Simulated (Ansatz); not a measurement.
Here is the system:

End structure of CO on the 1x1 (110) surface of bcc W, one in a 2x2 cell, started at the site 'top W':

```yaml
crystal:
  lattice:
    - [5.51535, 0.00000, 0.00000]
    - [-1.83845, 5.19992, 0.00000]
    - [0.00000, 0.00000, 26.00000]
  atoms:
    - { symbol: W, position: [0.25000, 0.25000, 0.37289] }
    - { symbol: W, position: [0.25000, 0.75000, 0.37289] }
    - { symbol: W, position: [0.75000, 0.25000, 0.37289] }
    - { symbol: W, position: [0.75000, 0.75000, 0.37289] }
    - { symbol: W, position: [0.00000, 0.00000, 0.45653] }
    - { symbol: W, position: [0.00000, 0.50000, 0.45653] }
    - { symbol: W, position: [0.50000, 0.00000, 0.45653] }
    - { symbol: W, position: [0.50000, 0.50000, 0.45653] }
    - { symbol: W, position: [0.24736, 0.24736, 0.54285] }
    - { symbol: W, position: [0.25235, 0.74765, 0.54398] }
    - { symbol: W, position: [0.74765, 0.25235, 0.54398] }
    - { symbol: W, position: [0.75264, 0.75264, 0.54285] }
    - { symbol: W, position: [0.00000, 0.00000, 0.62612] }
    - { symbol: W, position: [0.00000, 0.50000, 0.62746] }
    - { symbol: W, position: [0.50000, 0.00000, 0.62746] }
    - { symbol: W, position: [0.50000, 0.50000, 0.63073] }
    - { symbol: C, position: [0.50000, 0.50000, 0.70920] }
    - { symbol: O, position: [0.50000, 0.50000, 0.75384] }
```

Model: 18-atom slab, 6.6 Å thick at the start under the adsorbate (thin: gaps and levels are the slab's own), 6x6x1 mesh, Fermi-Dirac 0.1 eV, dipole correction, single point; on the structure that PBE left under its start's symmetry; no spin, no spin-orbit, no U, no dispersion correction. At the end it is bonded to W. In PBE this state lies 0.06 eV over the lowest of the starts that converged ('hollow W-W-W').

A negative adsorption energy means that the adsorbate is more stable on the surface than in its reference.

Question: Give the change of the work function at the level r2SCAN, at the PBE geometry (Ansatz, a program for electronic structure).

Answer: 0.68 eV

Question: Predict the work function of the top face from r2SCAN, at the PBE geometry.

Answer: 5.57 eV

Question: What is the computed adsorption energy against CO(g) at the same level (r2SCAN, at the PBE geometry)?

Answer: -1.91 eV

Question: Give the change of the step from the bottom to the top vacuum level, against the clean slab at the level r2SCAN, at the PBE geometry.

Answer: 0.67 eV
